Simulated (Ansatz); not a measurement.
Cost and result by functional for the adsorption energy of CH3 on the 1x1 (111) surface of fcc Ir, one in a 2x2 cell, started at the site 'bridge Ir-Ir (span 2.7 Å)', in Ansatz (plane waves, PAW). Single points on the PBE structure, on one kind of machine; costs are rough ratios of the slab run's core time (references not counted) to the cheapest single point. r2SCAN's cost holds its higher cutoff (500 against 420 eV). Differences are taken against r2SCAN for comparison alone: no measured value is at hand, so the table doesn't rank accuracy.

Set-up: 20 atoms, 6.6 Å thick at the start under the adsorbate (thin: gaps and levels are the slab's own); mesh 6x6x1; 0.1 eV smearing; dipole correction on; 8 atoms held, the rest relaxed; no symmetry held; no spin, no spin-orbit, no U, no dispersion correction. At the end it is bonded to Ir. In PBE it is, or lies within 0.03 eV of, the lowest of the starts that converged. These notes are the PBE run's. Adsorption energies are against CH4(g) − ½ H2(g). A negative adsorption energy means that the adsorbate is more stable on the surface than in its reference.

```tsv
functional	relative cost	adsorption energy (eV)	less r2SCAN (eV)
RPBE	1	0.80	0.29
r2SCAN	2	0.51	0.00
PBE (the relaxed run's value)	–	0.64	0.13
```

The values span 0.29 eV, while the single points' costs differ by a factor of roughly 2. Differences are of unrounded values.

Ansatz is a quantum-chemistry and plane-wave program.
